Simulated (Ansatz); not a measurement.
## Effect of uniaxial strain ε_zz = +0.50 % on InP

Consider InP in the zinc blende structure (space group F-43m, No. 216; a = 5.878 Å). Axes: x, y, z lie along the cube axes.

It is then changed as follows: uniaxial strain ε_zz = +0.50 %, all other strain components held at zero, atoms relaxed at fixed cell.

Level of theory: PBEsol (Ansatz, a quantum-chemistry and plane-wave program, PAW, no spin-orbit coupling). k-mesh 10×10×10 (Γ-centred); smearing 0.05 eV (Fermi–Dirac).

```tsv
quantity	base	changed	shift
volume per atom	25.39 Å³	25.52 Å³	+0.13 Å³
space group	F-43m (No. 216)	I-4m2 (No. 119)	–
shortest interatomic distance	2.545 Å	2.550 Å	+0.0042 Å
energy relative to the base (free energy F)	0 meV/atom	+0.2 meV/atom	+0.2 meV/atom
pressure (mean of the normal stresses, compression positive)	0.00 GPa	-0.33 GPa	-0.33 GPa
band gap	0.57 eV	0.53 eV	-0.035 eV
gap character	direct at Γ	direct at Γ	–
electron mass	0.046 mₑ (at Γ)	0.044 mₑ (at Γ)	–
valence-band top at Γ (three highest levels, from the VBM)	0.00, 0.00, 0.00 eV	0.00, 0.00, -0.02 eV	–
valley order (the lowest conduction-band minima on the path, energy above the VBM, named in the base's zone)	Γ 0.57 eV; L along ⟨111⟩ 1.38 eV; X along ⟨100⟩ 1.65 eV	Γ 0.53 eV; L along [111] 1.36 eV; X along [010] 1.64 eV; X along [001] 1.67 eV	–
stress (xx, yy, zz, yz, xz, xy; compression positive)	–	(-0.26, -0.26, -0.47, 0.00, 0.00, 0.00) GPa	–
```

Final structure:

```xyz
2
Lattice="0.0000 2.9392 2.9539 2.9392 0.0000 2.9539 2.9392 2.9392 0.0000" Properties=species:S:1:pos:R:3 pbc="T T T"
In     0.0000     0.0000     0.0000
P      1.4696     1.4696     1.4770
```

Cost of the whole job for the changed cell (relaxation, final SCF and bands): around 29 core-seconds (rough).

Masses are band curvatures over ±0.01 Å⁻¹ around the edge. Whether these cells are dynamically stable was not tested. Labels are those of the standard path for the cell's own space group.
